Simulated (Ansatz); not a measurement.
SiI4 (Pa-3, No. 205), treated with r²SCAN (Ansatz, a program for electronic structure, plane waves, PAW).

Settings: plane-wave cutoff 560 eV, 4×4×4 k mesh, Fermi–Dirac smearing 0.01 eV, scalar-relativistic PAW data made under PBE.

Computed at the level's own relaxed cell.

Give the computed band gap and lattice parameter a.


- band gap = 3.23 eV
- lattice parameter a = 12.302 Å

Note: the volume lies 8 % above that of the published cell.

Spin–orbit coupling is not included; with these elements it can move the gap by several tenths of an eV or more.
